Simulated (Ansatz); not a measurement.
For WSi₂ (model structure, started from the fluorite type, Fm-3m, No. 225, 3 atoms in the cell), PBE in Ansatz (plane waves, PAW) gives:

- equilibrium lattice constant a = 5.892 Å
- cohesive energy = 5.32 eV/atom

Task: What does r²SCAN+rVV10 (plane waves, PAW; Ansatz, a first-principles code) give for the same quantities?

Result: 
- lattice constant a: 5.841 Å (shrinks by 0.9 %)
- cohesive energy: 5.40 eV/atom (grows by 0.08 eV/atom)

Changes are worked out from the printed values.

Unless a cell is named, each level is at its own relaxed cell (PBE 17.04, r²SCAN+rVV10 16.61 Å³/atom).

Levels without +SOC leave out spin–orbit coupling, which shifts energies and cells of such heavy elements.

Ansatz's density-functional and Hartree–Fock values are scalar-relativistic unless marked +SOC, with PAW data made under PBE.

A model structure was made by putting elements into a prototype or built by hand; it is no filed structure, need not be a known phase, and can be a saddle point held by its symmetry.
